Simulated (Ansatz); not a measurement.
Start from TeO2 in the fluorite structure (space group Fm-3m, No. 225; a = 5.324 Å; a hypothetical phase, not in the database extracts checked).

Method: PBEsol in Ansatz (plane waves to 420 eV, PAW, no spin-orbit coupling).

For the base:

The gap between the host's bands is 0.73 eV.

Perturbation: 0.0566 holes added to each cell, a density of 1.5×10^21 cm⁻³, with a uniform compensating background at fixed cell and a 300 K Fermi–Dirac width.

Q: What does the calculation give for the gap between the host's bands and Fermi level from band edge after the change?

A: The gap between the host's bands rises by 0.04 eV to 0.77 eV; the Fermi level relative to the doped band's edge (positive inside the band; to 0.05 eV) amounts to +0.15 eV.

Charged cell with a jellium background: band edges are those of the host's band count, energies are not comparable with the neutral cell, and many-body gap narrowing is missing. Spin-orbit coupling, missing from the scalar runs, can matter with Te. No phonon test of stability was made.

Ansatz is a quantum-chemistry and plane-wave program.
